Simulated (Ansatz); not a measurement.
Results of LDA in Ansatz (plane waves, PAW) for double-hcp La.

Numerical settings: plane-wave cutoff 520 eV, 18×18×6 k mesh (along the axes of the cell as run), Fermi–Dirac smearing 0.032 eV (set by the program), scalar-relativistic PAW data made under PBE.

Cell (measured lattice):

```cif
data_La4
_chemical_formula_sum 'La4'
_space_group_name_H-M_alt 'P63/mmc'
_space_group_IT_number 194
_space_group_name_Hall '-P 6c 2c'
_cell_length_a 3.77000
_cell_length_b 3.77000
_cell_length_c 12.13000
_cell_angle_alpha 90.000
_cell_angle_beta 90.000
_cell_angle_gamma 120.000
loop_
_atom_site_label
_atom_site_type_symbol
_atom_site_symmetry_multiplicity
_atom_site_Wyckoff_symbol
_atom_site_fract_x
_atom_site_fract_y
_atom_site_fract_z
_atom_site_occupancy
La1 La 2 a 0.00000 0.00000 0.00000 1
La2 La 2 c 0.33333 0.66667 0.25000 1
```

Task: Give the computed elastic constant C44, Poisson ratio, Voigt–Reuss–Hill bulk modulus, elastic constant C11, elastic constant C12, elastic constant C13, elastic constant C33 and elastic constant C66.

Result: 
* **elastic constant C44**: 14.2 GPa
* **Poisson ratio**: 0.172
* **Voigt–Reuss–Hill bulk modulus**: 19.2 GPa
* **elastic constant C11**: 42.9 GPa
* **elastic constant C12**: 9.63 GPa
* **elastic constant C13**: 5.78 GPa
* **elastic constant C33**: 44.7 GPa
* **elastic constant C66**: 16.6 GPa

Note: the cell isn't this level's own, so it is under some stress, which shifts stiffness and frequencies.

Elastic constants are with the ions relaxed.

Spin–orbit coupling is not included.

Computed values are for the static lattice.

Computing time: roughly 70 core-minutes.

Ansatz is a quantum-chemistry and plane-wave program.
